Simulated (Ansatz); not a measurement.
# Sr₂CrO₄ (space group I4/mmm, No. 139; ferromagnetic; a cell from a computed database, its experimental status unchecked)

```cif
data_Cr2O8Sr4
_chemical_formula_sum 'Sr4 Cr2 O8'
_space_group_name_H-M_alt 'I4/mmm'
_space_group_IT_number 139
_space_group_name_Hall '-I 4 2'
_cell_length_a 3.75135
_cell_length_b 3.75135
_cell_length_c 12.52038
_cell_angle_alpha 90.000
_cell_angle_beta 90.000
_cell_angle_gamma 90.000
loop_
_atom_site_label
_atom_site_type_symbol
_atom_site_symmetry_multiplicity
_atom_site_Wyckoff_symbol
_atom_site_fract_x
_atom_site_fract_y
_atom_site_fract_z
_atom_site_occupancy
Sr1 Sr 4 e 0.00000 0.00000 0.35441 1
Cr1 Cr 2 a 0.00000 0.00000 0.00000 1
O1 O 4 e 0.00000 0.00000 0.15704 1
O2 O 4 c 0.00000 0.50000 0.00000 1
```
(The calculation used a cell of 7 atoms; values per cell refer to that cell.)

All numbers come from Kohn–Sham DFT with the PBEsol functional, run in Ansatz (a first-principles code) with PAW and 420 eV plane waves, scalar-relativistic without spin-orbit coupling. Settings: 14×14×14 k-points, 0.05 eV Fermi–Dirac smearing.

```yaml
volume_per_atom: 12.59 Å³
density: 5.49 g/cm³
band_gap: zero
magnetic_state: ferromagnetic
total_energy: -1797.876 eV/atom (σ→0; compares only within this code and set-up)
```

Whether these cells are dynamically stable was not tested. No Hubbard U is applied and the magnetic state is the run's own (Sr2CrO4 ferromagnetic); small cells can't hold the antiferromagnetic order that many such compounds have, so gaps and moments can be off.
